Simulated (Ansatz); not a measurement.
# What biaxial strain −2.94 %, plane normal [001], relaxed out of plane does to CdSe

Start from CdSe in the wurtzite structure (space group P6_3mc, No. 186; a = 4.340 Å, c = 7.078 Å). Axes: x lies along a and z along c of the hexagonal cell.

It is then changed as follows: compressive biaxial strain of 2.94 % in the plane normal to [001], as in epitaxy on a mismatched substrate; the out-of-plane cell vector and the atoms relax.

Computed with DFT with r2SCAN, PAW potentials and a 500 eV plane-wave cutoff in Ansatz (an electronic-structure program), without spin-orbit coupling, earlier PAW set. Settings: 9×9×5 k-points, 0.05 eV Fermi–Dirac smearing.

| quantity | base | changed | shift |
|---|---|---|---|
| volume per atom | 28.86 Å³ | 27.92 Å³ | -0.94 Å³ |
| space group | P6_3mc (No. 186) | P6_3mc (No. 186) | – |
| pressure (mean of the normal stresses, compression positive) | 0.01 GPa | 1.69 GPa | +1.68 GPa |
| band gap | 1.10 eV | 1.01 eV | -0.085 eV |
| gap character | direct at Γ | direct at Γ | – |
| width of the top valence band | 1.67 eV | 1.85 eV | +0.18 eV |
| electron mass | 0.093 mₑ along c, 0.100 mₑ across (at Γ) | 0.090 mₑ out of plane, 0.10 mₑ in plane (at Γ) | – |
| valence-band top at Γ (three highest levels, from the VBM) | 0.00, 0.00, -0.04 eV | 0.00, 0.00, -0.33 eV | – |
| out-of-plane strain | – | +2.68 % | – |
| ratio −ε⊥/ε∥ | – | 0.91 | – |
| mean in-plane stress (compression positive) | – | +2.5 GPa | – |

Cost of the whole job for the changed cell (relaxation, final SCF and bands): roughly 4 core-minutes.

Effective masses come from finite differences of ±0.01 Å⁻¹. Stability against distortions was not tested.
